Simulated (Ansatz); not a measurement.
Start from GaN in the CsCl type structure (space group Pm-3m, No. 221; a = 2.703 Å; a hypothetical phase, not in the database extracts checked; relaxed with 0.1 eV smearing). Axes: x, y, z lie along the cube axes.

Method: Kohn–Sham DFT with the PBEsol functional, run in Ansatz (a program for electronic structure) with PAW and 420 eV plane waves, spin-orbit coupling left out.

A first run, uniaxial strain ε_zz = +2.39 %, gives secant values C11 ≈ 290 GPa and C12 ≈ 89 GPa from its stress. A second run applies biaxial strain −1.35 %, plane normal [001], relaxed out of plane.

**Question.** What does linear elasticity predict for −ε⊥/ε∥ in the second run, and what does the run give?

**Answer.** Linear elasticity: 2 C12/C11 = 0.61. The run gives 0.64; any difference comes from nonlinear terms at these strains and numerical noise.

Whether these cells are dynamically stable was not tested. All final runs are without spin polarisation.
